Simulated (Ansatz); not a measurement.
The structure below was relaxed with Ansatz (an electronic-structure program), LDA, PAW, cutoff 420 eV, no spin-orbit coupling, at pressure 5 GPa.

```xyz
5
Lattice="3.9233 0.0000 0.0000 0.0000 3.9233 0.0000 0.0000 0.0000 3.9233" Properties=species:S:1:pos:R:3 pbc="T T T"
K      0.0000     0.0000     0.0000
Ta     1.9617     1.9617     1.9617
O      1.9617     0.0000     1.9617
O      0.0000     1.9617     1.9617
O      1.9617     1.9617     0.0000
```

Find the space group and the Wyckoff positions.

Space group Pm-3m (No. 221); a = b = c = 3.9233 Å, α = β = γ = 90.00°

```
atom  site  symmetry       x       y       z
----  ----  --------  ------  ------  ------
K       1a      m-3m  0.0000  0.0000  0.0000
Ta      1b      m-3m  0.5000  0.5000  0.5000
O       3c    4/mm.m  0.0000  0.5000  0.5000
```

Load acts through the strain it causes; cell and atoms are relaxed under it. Whether these cells are dynamically stable was not tested. No other phases were tried under pressure. The cell was made from KTaO3 in the cubic perovskite structure (space group Pm-3m, No. 221) by this change: pressure 5 GPa.
